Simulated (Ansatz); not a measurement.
Response to strain in BeS

The parent structure is BeS in the zinc blende structure (space group F-43m, No. 216; a = 4.869 Å). Axes: x, y, z lie along the cube axes.

Strains are applied to the cell and any free atomic positions relax.

Level of theory: r2SCAN (Ansatz, an electronic-structure program; PAW; 500 eV plane waves; no spin-orbit coupling).

Notes on the quantities. pressure: mean of the normal stresses, compression positive.

| variant | band gap | pressure | electron mass | volume per atom |
|---|---|---|---|---|
| base | 3.59 eV | 0.00 GPa | 0.79 mₑ along k, 0.29 mₑ across (at X) | 14.43 Å³ |
| uniaxial strain ε_zz = +0.50 % | 3.58 eV | -0.48 GPa | 0.79 mₑ along k, 0.29 mₑ across (at X) | 14.50 Å³ |
| uniaxial strain ε_zz = +1.00 % | 3.57 eV | -0.96 GPa | 0.79 mₑ along k, 0.29 mₑ across (at X) | 14.57 Å³ |
| uniaxial strain ε_zz = +1.50 % | 3.56 eV | -1.42 GPa | 0.79 mₑ along k, 0.29 mₑ across (at X) | 14.64 Å³ |
| uniaxial strain ε_zz = +2.00 % | 3.54 eV | -1.87 GPa | 0.78 mₑ along k, 0.29 mₑ across (at X) | 14.71 Å³ |
| uniaxial strain ε_zz = +2.50 % | 3.53 eV | -2.31 GPa | 0.78 mₑ along k, 0.29 mₑ across (at X) | 14.79 Å³ |
| uniaxial strain ε_zz = +3.00 % | 3.52 eV | -2.74 GPa | 0.78 mₑ along k, 0.29 mₑ across (at X) | 14.86 Å³ |

Effective masses come from finite differences of ±0.01 Å⁻¹. Along k means along the line from Γ to the band edge. Stability against distortions was not tested.
